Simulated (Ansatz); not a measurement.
## Ru₃SnC (model structure, started from the Ni3MgC type, Pm-3m, No. 221, 5 atoms in the cell): bulk modulus by level of theory

No measured value is used here.

| level (code) | value (GPa) | cell (Å³/atom) |
|---|---|---|
| LDA (Ansatz) | 288 | 13.01 |
| PBE (Ansatz) | 247 | 13.69 |
| PBEsol (Ansatz) | 273 | 13.26 |
| r²SCAN (Ansatz) | 265 | 13.45 |

LDA, PBE, PBEsol, r²SCAN: the run has no spin polarisation, so it can have missed a magnetic state. LDA, PBE, PBEsol, r²SCAN: the bulk modulus is −V dP/dV from two relaxed cells at ±2 % in volume. Each level is taken at its own relaxed cell. Cutoffs differ between the levels. Ansatz's density-functional and Hartree–Fock values are scalar-relativistic unless marked +SOC, with PAW data made under PBE.

A model structure was made by putting elements into a prototype or built by hand; it is no filed structure, need not be a known phase, and can be a saddle point held by its symmetry.

Ansatz is a program for electronic structure.
